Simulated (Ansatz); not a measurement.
An Ansatz (an electronic-structure program) run: Cu3N; PBE (Ansatz; PAW; 420 eV plane waves; no SOC).

Input:

Ansatz 0.2 input:
```yaml
crystal:
  lattice:
    - [3.8269662371, 0, 0]
    - [0, 3.8269662371, 0]
    - [0, 0, 3.8269662371]
  atoms:
    - { symbol: N, position: [0, 0, 0] }
    - { symbol: Cu, position: [0.5, 0, 0] }
    - { symbol: Cu, position: [0, 0, 0.5] }
    - { symbol: Cu, position: [0, 0.5, 0] }
basis: { ecutwfc: 420, ecutrho_ratio: 4, xc_grid: 2, fft_grid_basis: typed }
kpoints: { mp_grid: { grid: [9, 9, 9] } }
hamiltonian:
  xc: pbe
  dispersion: none
  pseudopotentials: { kind: paw }
scf: { occupations: { method: fermi_dirac, width: 0.05 }, convergence: { dr2_threshold: 0.0000000004 } }
output: { forces: true, stress: true }
```

Output:

```
WARN ansatz: RAYON_NUM_THREADS=1 ignored (pool sized by the plan → 1); use --threads N
Pseudopotentials: kind: paw
Pseudopotential: N, paw, valence charge 5
Pseudopotential: Cu, paw, valence charge 19
Functional definition: PBE
Crystal: 4 atoms, lattice volume = 56.048 Å³
Basis set: ecut = 420 eV, 1045 PW (Γ), exchange–correlation on 54×54×54 points (8 copies of the dense FFT grid, shifted against one another)
Bands: 36, of which v1, the nominal top of the filled ones, is band 31 counted from 1 (30 counted from 0)
Symmetry: 48 space group operations
Space group: Pm-3m (ITA 221), of the structure as read, at distance tolerance 3.8e-5 Å
k-points: 35 of 729
Initial density: superposition of atomic densities (neutral atoms: chi_scale 0, normalization atom), corrected by the library's trained network
Initial wavefunctions: pseudopotential atomic-orbital guess
Eigensolver: davidson
Functional: x = pbe(κ = 0.804, μ = 0.2195149727645171), c = pbe(β = 0.06672455060314922)
SCF iter   1: F=—  HF=-20258.336085 eV  |F-HF|=—  |Δ(HF+E_count)|=         —  Δρ=3.04e-3  dr2=2.35e-3  ethr=1.77e-3  ⟨swp⟩=6.0  Hψ=4342  notcnv=0
all-band conjugate gradients solve this SCF's bands
preconditioner: auto → Resta (q_TF=auto, 2.775 Å⁻¹)
SCF iter   2: F=—  HF=-20258.336400 eV  |F-HF|=—  |Δ(HF+E_count)|=   3.14e-4  Δρ=1.60e-3  dr2=5.31e-4  ethr=3.80e-6  ⟨swp⟩=2.5  Hψ=2803  notcnv=0
SCF iter   3: F=—  HF=-20258.336368 eV  |F-HF|=—  |Δ(HF+E_count)|=   3.13e-5  Δρ=1.12e-3  dr2=3.82e-4  ethr=8.57e-7  ⟨swp⟩=2.0  Hψ=2231  notcnv=0
SCF iter   4: F=—  HF=-20258.336359 eV  |F-HF|=—  |Δ(HF+E_count)|=   8.83e-6  Δρ=2.59e-4  dr2=2.28e-5  ethr=6.16e-7  ⟨swp⟩=2.0  Hψ=1715  notcnv=0
SCF iter   5: F=—  HF=-20258.336312 eV  |F-HF|=—  |Δ(HF+E_count)|=   4.76e-5  Δρ=1.50e-4  dr2=1.04e-5  ethr=3.68e-8  ⟨swp⟩=2.0  Hψ=1774  notcnv=0
SCF iter   6: F=—  HF=-20258.336316 eV  |F-HF|=—  |Δ(HF+E_count)|=   3.98e-6  Δρ=3.03e-5  dr2=4.12e-7  ethr=1.69e-8  ⟨swp⟩=2.0  Hψ=1674  notcnv=0
SCF iter   7: F=—  HF=-20258.336326 eV  |F-HF|=—  |Δ(HF+E_count)|=   9.88e-6  Δρ=1.96e-5  dr2=1.37e-7  ethr=6.65e-10  ⟨swp⟩=2.0  Hψ=1871  notcnv=0
SCF iter   8: F=—  HF=-20258.336326 eV  |F-HF|=—  |Δ(HF+E_count)|=   6.96e-8  Δρ=2.43e-6  dr2=3.02e-9  ethr=2.20e-10  ⟨swp⟩=2.0  Hψ=1808  notcnv=0
SCF iter   9: F=—  HF=-20258.336326 eV  |F-HF|=—  |Δ(HF+E_count)|=   5.13e-9  Δρ=7.49e-7  dr2=4.38e-10  ethr=4.87e-12  ⟨swp⟩=2.0  Hψ=1809  notcnv=0
SCF iter  10: F=-20258.336326 eV  HF=-20258.336326 eV  |F-HF|=0.00e0  |Δ(HF+E_count)|=  6.26e-10  Δρ=3.35e-7  dr2=1.09e-10  ethr=1.00e-12  ⟨swp⟩=4.0  Hψ=4231  notcnv=0
SCF 1 converged in 10 iterations: F = -20258.336326 eV  dr2 = 1.09e-10
SCF converged after 10 iterations
Free energy (F): -20258.336326 eV
Harris-Foulkes:  -20258.336326 eV  (|F-HF|=0.00e0)
Internal energy: -20258.336282 eV  (E = F + TS)
E sigma→0 (E₀):  -20258.336304 eV
Entropy (-TS):   -0.000044 eV (-0.011 meV/atom)
Fermi energy:    11.227982 eV
--- Per-component energies (eV) ---
  E_band       = -1397.840567
  E_kinetic    = 1027.250792
  E_local      = -15499.511659  (includes V_loc(G=0)·N_el)
  E_nonlocal   = 1226.267893
  E_hartree    = 6827.513584
  E_xc         = -324.916519
  E_vxc        = -417.953337  (∫ρ·V_xc dr)
  E_paw        = -5123.887477  (= ΣΔE_a)
  E_vpaw       = -1388.921090  (= ΣTr[D̂ρ^β])
  E_aug_tail   = 0.000942  (compensation charges beyond the density's cutoff)
  E_ewald      = -8391.053838
  E_smearing   = -0.000044  (= −TS)
  E_closure    = -0.000000  (closes the sum)
  Σ components = -20258.336326   (vs F -20258.336326, Δ=0.00e0)
  [band-id]    e_kinetic+e_local+e_nonlocal+2·e_hartree+e_vxc+e_vpaw+e_augmentation_tail = -1397.839291   (vs E_band -1397.840567, Δ=1.28e-3)
--- Forces (eV/Å), atoms counted from 1 ---
  atom   1  N     -0.00000000     0.00000000     0.00000000
  atom   2  Cu    -0.00000000    -0.00000000     0.00000000
  atom   3  Cu     0.00000000     0.00000000     0.00000000
  atom   4  Cu     0.00000000     0.00000000     0.00000000
  max |Σ_I F_I| component: 9.78e-29 eV/Å
--- Stress (GPa, compression-positive) ---
       -0.009237       0.000000       0.000000
        0.000000      -0.009237       0.000000
        0.000000       0.000000      -0.009237
  P = ⅓ Tr σ = -0.0092 GPa (-0.092 kbar)
  The stress holds the Pulay correction. Without it, at fixed plane waves, as pw.x and ABINIT print it: P = -0.2550 GPa
  The stress includes an estimate of the error left by incomplete SCF convergence (largest component -0.0003 GPa).
--- Band table ---
  band table: none
```

Stability against distortions was not tested. All final runs are without spin polarisation. The cell is Cu$_{3}$N (space group Pm-3m, No. 221).
